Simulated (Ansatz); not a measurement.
Bond-angle distributions (per cent of the angles at each element, bins of 10°) of a relaxed model of amorphous Si48O94 at 2.24 g/cm³. Computed with PBE, scalar-relativistic without spin-orbit coupling (plane waves to 420 eV, PAW; Ansatz, a quantum-chemistry and plane-wave program). The usual formal charges leave 4 electrons over, so the level spacing at the Fermi energy parts defect or band states and needn't be the band gap.

It comes from a melt-quench run on a machine-learned potential (CHGNet), relaxed afterwards by DFT. O atoms were pushed apart under 1.9 Å during the dynamics, to hinder bonds among them. The hot cell started wider than the set density and was brought back towards it in steps. It is the lowest in DFT energy of 4 quenches. It is a model cell: composition and starting density were chosen by hand, and all elements were melted together. No dispersion term was used. Its density started from a set value of 2.23 and ended at 2.24 g/cm³. Cooling (nominally 290 K/ps over its main leg) ran many orders faster than in experiment, which tends to leave more defects and strain. One small periodic cell is one sample of the glass; other quenches scatter about these values. Volume and shape were free in the relaxation.

Cut-offs for bonds: Si-Si 2.60 Å, Si-O 1.96 Å, O-O 1.58 Å. Two cations that share two anions don't count as bonded, nor two that share one unless they lie closer than Si-Si 2.38 Å.

```csv
angle (°),at Si,at O
50-60,0,0
60-70,0,0
70-80,0,0
80-90,1,2
90-100,3,0
100-110,55,2
110-120,38,8
120-130,2,16
130-140,0,30
140-150,0,23
150-160,0,12
160-170,0,4
170-180,0,2
```

They go with these counts of neighbours within the cut-offs, cation contacts included: Si mean 4.0, most often 4; O mean 2.0, most often 2.
